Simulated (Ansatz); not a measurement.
**Mg2NbN3 (C2/m, No. 12, 12 atoms in the cell; start mp-1247557)**

Computed with PBEsol+SOC in Ansatz (plane waves, PAW).

Settings: plane-wave cutoff 520 eV, 6×6×6 k mesh, Fermi–Dirac smearing 0.01 eV, PAW data made under PBE.

Cell (relaxed with PBEsol):

```yaml
crystal:
  lattice:
    - [2.67022, -4.61842, 0.00046]
    - [2.67022, 4.61842, 0.00046]
    - [-1.79285, 0.00000, 5.02202]
  atoms:
    - { symbol: Mg, position: [0.83671, 0.16329, 0.50000] }
    - { symbol: Mg, position: [0.16329, 0.83671, 0.50000] }
    - { symbol: Mg, position: [0.50000, 0.50000, 0.50000] }
    - { symbol: Mg, position: [0.00000, 0.00000, 0.00000] }
    - { symbol: Nb, position: [0.33192, 0.66808, 0.00000] }
    - { symbol: Nb, position: [0.66808, 0.33192, 0.00000] }
    - { symbol: N, position: [0.42524, 0.07778, 0.23336] }
    - { symbol: N, position: [0.57476, 0.92222, 0.76664] }
    - { symbol: N, position: [0.92222, 0.57476, 0.76664] }
    - { symbol: N, position: [0.07778, 0.42524, 0.23336] }
    - { symbol: N, position: [0.73221, 0.73221, 0.23823] }
    - { symbol: N, position: [0.26779, 0.26779, 0.76177] }
```

| Item | Result |
|---|---|
| band gap | 0.80 eV (on the SCF k mesh) |
| direct gap at Γ | 2.17 eV |

Static lattice: no zero-point or thermal effects.

A start named mp-… is a Materials Project structure, which need not be a measured phase.

Ansatz is an electronic-structure program.
